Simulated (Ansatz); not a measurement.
Take HfS₂ in the CdI2 type structure (space group P-3m1, No. 164; a = 3.606 Å, c = 5.768 Å; layered, stacked along the Cartesian z axis) as the base.

Level of theory: PBE-D3(BJ) in Ansatz (plane waves to 420 eV, PAW, without spin-orbit coupling).

One change was made to it. Results:

```csv
quantity,base,after
volume per atom,21.65 Å³,13.25 Å³
band gap,0.85 eV,zero
```

### Question
Which of these changes matches the shifts?
A. pressure −1 GPa
B. pressure 1.8 GPa
C. pressure 60 GPa

### Answer
C, pressure 60 GPa. For comparison, the band gap in the other runs: pressure −1 GPa gives 1.03 eV; pressure 1.8 GPa gives 0.61 eV.

The mesh was chosen for an insulator and is coarse for the gapless case. Spin-orbit coupling, missing from the scalar runs, can matter with Hf. Load acts through the strain it causes; cell and atoms are relaxed under it. No phonon test of stability was made. No other phases were tried under pressure. All final runs are without spin polarisation.

Ansatz is a first-principles code.
